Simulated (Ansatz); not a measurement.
P (model structure, Fd-3m, No. 227, 2 atoms in the cell), treated with LDA in Ansatz (plane waves, PAW).

Output (set-up and result lines):

```
WARN output.stress: scf.convergence.dr2_threshold = 1e-7 eV (the SCF's general default) is looser than the 2e-10 eV advised for a printed stress (1e-10 eV for …
Relaxation: its limit of steps is 80 (relax.max_steps)
Crystal: 2 atoms, lattice volume = 38.903 Å³
Basis set: ecut = 520 eV, 1067 PW (Γ), exchange–correlation on 60×60×60 points (8 copies of the dense FFT grid, shifted against one another)
Bands: 9, of which v1, the nominal top of the filled ones, is band 5 counted from 1 (4 counted from 0)
Symmetry: 48 space group operations
Space group: Fd-3m (ITA 227), of the structure as read, at distance tolerance 3.4e-5 Å
k-points: 195 of 5832
Functional: x = slater, c = lda
SCF iter   1: F=—  HF=-1450.868246 eV  |F-HF|=—  |Δ(HF+E_count)|=         —  Δρ=5.47e-3  dr2=6.66e-3
SCF iter   2: F=—  HF=-1450.866524 eV  |F-HF|=—  |Δ(HF+E_count)|=   1.72e-3  Δρ=3.08e-3  dr2=2.23e-3
  ...
SCF iter   5: F=-1450.865906 eV  HF=-1450.865906 eV  |F-HF|=2.22e-9  |Δ(HF+E_count)|=   5.71e-8  Δρ=6.48e-6  dr2=4.48e-9
SCF iter   6: F=-1450.865906 eV  HF=-1450.865906 eV  |F-HF|=2.11e-11  |Δ(HF+E_count)|=   2.24e-9  Δρ=8.82e-7  dr2=9.09e-11
SCF 1 converged in 6 iterations: F = -1450.865906 eV  dr2 = 9.09e-11
relax step   1: F+E_penalty+E_count = -1450.86590564 eV  Δ(F+E_penalty+E_count) = +0.000e0 eV  max|allowed force component| = 2.961e-16 eV/Å  Δτ_max = 0.0000 Å  (6 SCF iters, accepted)
SCF converged after 6 iterations
Free energy (F): -1450.865906 eV
Internal energy: -1450.857730 eV  (E = F + TS)
E sigma→0 (E₀):  -1450.861818 eV
Fermi energy:    7.384928 eV
--- Forces (eV/Å), atoms counted from 1 ---
  atom   1  P      0.00000000    -0.00000000     0.00000000
  atom   2  P     -0.00000000     0.00000000    -0.00000000
--- Stress (GPa, compression-positive) ---
       -0.993896      -0.000000       0.000000
       -0.000000      -0.993896       0.000000
        0.000000      -0.000000      -0.993896
  P = ⅓ Tr σ = -0.9939 GPa (-9.939 kbar)
```

### Question
Write an input file that could have produced this run (the log leaves some choices open).

### Answer
This is not unique; one that fits is 
Ansatz 0.2 input:
```yaml
crystal:
  lattice:
    - [0.0, 2.6893674596, 2.6893674596]
    - [2.6893674596, 0.0, 2.6893674596]
    - [2.6893674596, 2.6893674596, 0.0]
  atoms:
    - { symbol: P, position: [0.0, 0.0, 0.0] }
    - { symbol: P, position: [0.25, 0.25, 0.25] }
basis:
  ecutwfc: 520
  ecutrho_ratio: 4
  xc_grid: 2
kpoints:
  mp_grid: { grid: [18, 18, 18] }
hamiltonian:
  xc: lda
  dispersion: none
  pseudopotentials: { kind: paw }
scf:
  occupations: { method: fermi_dirac, width: 0.05 }
output:
  forces: true
  stress: true
  eigenvalues: true
relax:
  f_tol: 0.004
  escape_saddle: false
  max_steps: 80
```

The cell is one volume of an energy–volume scan, off the minimum.

The PAW data were made under PBE.

Note: the relaxation could raise the start's symmetry but not lower it, so the cell can be a saddle point.

The result took roughly 6 core-seconds.

A model structure was made by putting elements into a prototype or built by hand; it is no filed structure, need not be a known phase, and can be a saddle point held by its symmetry.

Ansatz is a program for electronic structure.
